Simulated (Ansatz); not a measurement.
Start from NbN in the rock salt structure (space group Fm-3m, No. 225; a = 4.421 Å).

The values are results of plane-wave PAW DFT at the PBE level (Ansatz, an electronic-structure program, 420 eV), without spin-orbit coupling, not measurements.

Now apply this change: full substitution Nb → Y; the structure is relaxed again.

Measured lattice parameter a: NbN 4.391 Å (temperature not stated; as listed in John G. Wright, Huili Grace Xing, Debdeep Jena, Physical Review Materials (2023)); YN 4.877 Å (temperature not stated; as listed in G. Soto, M.G. Moreno-Armenta, A. Reyes-Serrato, Computational Materials Science (2007)).

Task: How well does PBE reproduce the measured shift?

Result: With PBE the lattice parameter a moves by +0.485 Å (4.421 → 4.906) against +0.486 Å measured.

Stability against distortions was not tested. The final runs are not spin-polarised.
